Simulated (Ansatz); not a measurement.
# MgS, response to strain

Base system: MgS in the rock salt structure (space group Fm-3m, No. 225; a = 5.2030 Å). Axes: x, y, z lie along the cube axes.

Strains are applied to the cell and any free atomic positions relax; under biaxial strain the out-of-plane vector relaxes too.

The values are results of r2SCAN (Ansatz, a quantum-chemistry and plane-wave program; PAW; 500 eV plane waves; no spin-orbit coupling), not measurements.

Notes on the quantities. energy relative to the base: free energy F; pressure: mean of the normal stresses, compression positive.

```csv
case,energy relative to the base,hole mass,volume per atom,pressure
base,0 meV/atom,–,17.61 Å³,0.00 GPa
"biaxial strain +0.42 %, plane normal [111], relaxed out of plane",+0.3 meV/atom,"0.21 mₑ out of plane, 2.2 mₑ in plane (at Γ)",[?],-0.49 GPa
"biaxial strain +0.83 %, plane normal [111], relaxed out of plane",[?],"0.21 mₑ out of plane, 2.1 mₑ in plane (at Γ)",17.83 Å³,[?]
"biaxial strain +1.25 %, plane normal [111], relaxed out of plane",+3.0 meV/atom,"0.21 mₑ out of plane, 2.0 mₑ in plane (at Γ)",[?],-1.43 GPa
"biaxial strain +1.67 %, plane normal [111], relaxed out of plane",+5.3 meV/atom,"0.21 mₑ out of plane, 1.9 mₑ in plane (at Γ)",18.05 Å³,-1.89 GPa
"biaxial strain +2.08 %, plane normal [111], relaxed out of plane",+8.2 meV/atom,"0.21 mₑ out of plane, 1.9 mₑ in plane (at Γ)",18.16 Å³,-2.32 GPa
"biaxial strain +2.50 %, plane normal [111], relaxed out of plane",+12 meV/atom,"0.21 mₑ out of plane, 1.8 mₑ in plane (at Γ)",18.27 Å³,-2.74 GPa
```

Problem. Fill in the withheld entries from the trend.

Solution. 
- biaxial strain +0.42 %, plane normal [111], relaxed out of plane, volume per atom: 17.72 Å³
- biaxial strain +0.83 %, plane normal [111], relaxed out of plane, energy relative to the base: +1.3 meV/atom
- biaxial strain +0.83 %, plane normal [111], relaxed out of plane, pressure: -0.97 GPa
- biaxial strain +1.25 %, plane normal [111], relaxed out of plane, volume per atom: 17.94 Å³

The levels and masses belong to the bands next to the band gap. Effective masses come from finite differences of ±0.01 Å⁻¹. No phonon test of stability was made.
